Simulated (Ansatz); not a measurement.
Base system: SiC in the zinc blende structure (space group F-43m, No. 216; a = 4.3290 Å). Axes: x, y, z lie along the cube axes.

All numbers come from Ansatz (a first-principles code) LDA, scalar-relativistic without spin-orbit coupling.

Perturbation: uniaxial strain ε_zz = −3.00 %, all other strain components held at zero; the atoms relax in the strained cell.

Task: Predict the stress tensor and what it implies for the stiffness.

Result: Stress of the strained cell less that of the base (GPa, compression positive):
```
   4.86    0.00    0.00
   0.00    4.86    0.00
   0.00    0.00   12.28
```

Then −Δσ_ii/ε with ε = -0.0300 gives secant stiffness values (nonlinear terms included at this strain): C33 ≈ 409 GPa, C13 ≈ 162 GPa and C23 ≈ 162 GPa.

As a check, the harmonic strain energy −½ V₀ Δσ:ε is 12 meV/atom; the computed energy rise is 12 meV/atom.

Whether these cells are dynamically stable was not tested.
